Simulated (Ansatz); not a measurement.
## Ti2AlN: pressure series

Consider Ti$_{2}$AlN (space group P6_3/mmc, No. 194; a = 2.9641 Å, c = 13.5341 Å; a cell from a computed database, its experimental status unchecked).

Cell and atoms are relaxed at each pressure.

Level of theory: PBEsol, PAW, 420 eV (Ansatz, a program for electronic structure; no spin-orbit coupling).

Notes on the quantities. enthalpy: H = E + PV relative to the base's energy.

```
case                   enthalpy  lattice parameter a
----------------  -------------  -------------------
base                          –              2.964 Å
pressure −2 GPa   -0.16 eV/atom              2.976 Å
pressure −1 GPa   -0.08 eV/atom              2.970 Å
pressure 0.3 GPa  +0.02 eV/atom              2.962 Å
pressure 0.7 GPa  +0.06 eV/atom              2.960 Å
pressure 1.5 GPa  +0.12 eV/atom              2.955 Å
pressure 3 GPa    +0.24 eV/atom              2.947 Å
pressure 5 GPa    +0.40 eV/atom              2.936 Å
pressure 7.5 GPa  +0.59 eV/atom              2.924 Å
pressure 10 GPa   +0.78 eV/atom              2.911 Å
```

Load acts through the strain it causes; cell and atoms are relaxed under it. Stability against distortions was not tested. No other phases were tried under pressure. The final runs are not spin-polarised.
